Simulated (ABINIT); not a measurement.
# Pressure against volume in hcp Ru (space group 194) (ABINIT, PBEsol)

```xyz
2
Lattice="2.6313 0.0000 0.0000 -1.3157 2.2788 0.0000 0.0000 0.0000 4.1557" Properties=species:S:1:pos:R:3 pbc="T T T"
Ru     1.3157     0.7596     3.1168
Ru     0.0000     1.5192     1.0389
```

Method of the run: PBEsol, norm-conserving pseudopotentials (PseudoDojo nc-sr-04 PBEsol standard) (plane waves; ABINIT). Settings: pseudos = [Ru.upf]; ecut = 110 Ry; occopt = 3; tsmear = 0.00183747 Ha; ngkpt = 18 18 10; nshiftk = 1; shiftk = 0 0 0; potentials = PseudoDojo nc-sr-04 PBEsol standard; nband = 22; kptopt = 1; nstep = 50; toldfe = 1e-09 Ha. The cell above is the first row's. The rows scale it uniformly. In all rows fractional positions and the k mesh are held.

```
V (Å^3/atom)  P (GPa)
------------  -------
12.4593         28.01
12.7302         18.26
13.0010          9.58
13.2719          1.86
13.5427         -4.99
13.8136        -11.08
14.0844        -16.49
14.3553        -21.28
14.6261             ?
```

Taking a cubic for P over the 8 complete rows: With u = V - 13.4, the rows have u = -0.9407, -0.6698, -0.3990, -0.1281, 0.1427, 0.4136, 0.6844, 0.9553. Least squares gives P = -1.488 - 25.3831·u + 5.6178·u² - 0.7751·u³. Residuals (row less fit): 0.004, -0.007, -0.003, 0.003, 0.008, 0.000, -0.013, 0.005; standard error 0.009 (degrees of freedom: 4). The fitted pressure is zero at V0 = 13.34, where dP/dV = -26.04, so B0 = -V0·dP/dV = 347 GPa.

What does the fit predict for P at V = 14.6261, and how far is the calculated value from it?

u = 1.2261, so P = -1.488 - 25.3831 × 1.2261 + 5.6178 × 1.2261² - 0.7751 × 1.2261³ = -25.594 GPa. The calculation gives -25.52 GPa, 0.074 GPa above the prediction (0.1 % of the range of P in the table). The row lies outside the fitted rows, so this is an extrapolation. From the scatter of the fitted rows alone, a prediction at this place has a standard error of 0.024 GPa, so the miss is 3.0 times that.

Carrying the step between the two nearest rows on in a straight line would have given -26.07, off by 0.55; series whose last step already gives the withheld value aren't shown. The scan was laid around a cell of about the measured size, scaled by a guess for this functional; axis ratios and inner coordinates come from that cell. The runs keep the symmetry of the cell, so they don't test it for distortions. Spin polarisation is off. The shape of the cell and the inner coordinates aren't relaxed, so V0 and B0 belong to this uniform scaling; a relaxed crystal lies no higher in energy and is usually softer. Cutoffs and mesh are single choices, not tested for convergence of this quantity. Series with a scatter that would blur these digits, or in which a gap closes, are not shown.
